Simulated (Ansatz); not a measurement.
Base system: InP in the zinc blende structure (space group F-43m, No. 216; a = 5.907 Å). Axes: x, y, z lie along the cube axes.

Computed with Ansatz (an electronic-structure program) r2SCAN, spin-orbit coupling left out.

Free-standing slabs (2 atom(s) a layer) normal to [110] with 15 Å of vacuum; in-plane cell held at bulk.

One change was made to it. Results:

The gap character amounts to direct at Γ; the band gap increases by 0.59 eV (1.03 eV → 1.62 eV); the shortest interatomic distance decreases by 3.8 pm (255.8 pm → 252.0 pm).

Problem. Name the change that was made.
A. 4 layers
B. 2 layers
C. 1 layer
D. 7 layers
E. 5 layers

Solution. A, 4 layers. For comparison, the band gap in the other runs: 7 layers gives 1.37 eV; 1 layer gives 0.32 eV; 5 layers gives 1.39 eV; 2 layers gives 2.10 eV.

Whether these cells are dynamically stable was not tested. Labels are those of the standard path for the cell's own space group.
